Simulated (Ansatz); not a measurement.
Start from PbS in the rock salt structure (space group Fm-3m, No. 225; a = 5.9747 Å). Axes: x, y, z lie along the cube axes.

The values are results of Kohn–Sham DFT with the r2SCAN functional, run in Ansatz (a first-principles code) with PAW and 500 eV plane waves, spin-orbit coupling left out, not measurements.

Before the change:

```
Quantity            Value
---------------  --------
Volume per atom  26.66 Å³
Band gap          0.69 eV
```

The change: tensile biaxial strain of 0.50 % in the plane normal to [001], as in epitaxy on a mismatched substrate; the out-of-plane cell vector and the atoms relax.

Task: Estimate the effect on the volume per atom and band gap.

Result: The volume per atom goes up by 0.23 Å³, from 26.66 Å³ to 26.89 Å³; the band gap rises by 0.03 eV to 0.72 eV.

With Pb present, leaving out spin-orbit coupling can change the band edges. Whether these cells are dynamically stable was not tested.
